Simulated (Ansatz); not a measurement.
L1₀ (CuAu-type) CuAu, treated with PBEsol (PAW; Ansatz, a first-principles code).

Run with plane-wave cutoff 520 eV, 20×20×16 k mesh (along the axes of the cell as run), Fermi–Dirac smearing 0.05 eV, no spin polarisation, scalar-relativistic PAW data made under PBE.

Energies at three volumes about the minimum:

```
V (Å³/atom)  E − E_lowest (meV/atom)
-----------  -----------------------
13.928                          3.15
14.212                          0.00
14.496                          2.91
```

Question: Fit a parabola by hand: where is the minimum, and what is the bulk modulus?

Answer: Slopes: (0.00 − 3.15)/(14.212 − 13.928) = -11.092 and (2.91 − 0.00)/(14.496 − 14.212) = 10.246 meV/Å³. Curvature E″ = 2 × (10.246 − (-11.092))/(14.496 − 13.928) = 75.134 meV/Å⁶. From the middle of the first interval, the slope vanishes at V0 = 14.0700 − (-11.092)/75.134 = 14.218 Å³/atom. B = V0 E″ = 14.218 × 75.134 meV/Å³ × 0.1602 GPa per meV/Å³ = 171 GPa. The full Birch–Murnaghan fit to all volumes gives V0 = 14.212 Å³/atom and B0 = 171 GPa.

Shape and atoms are relaxed at each volume.
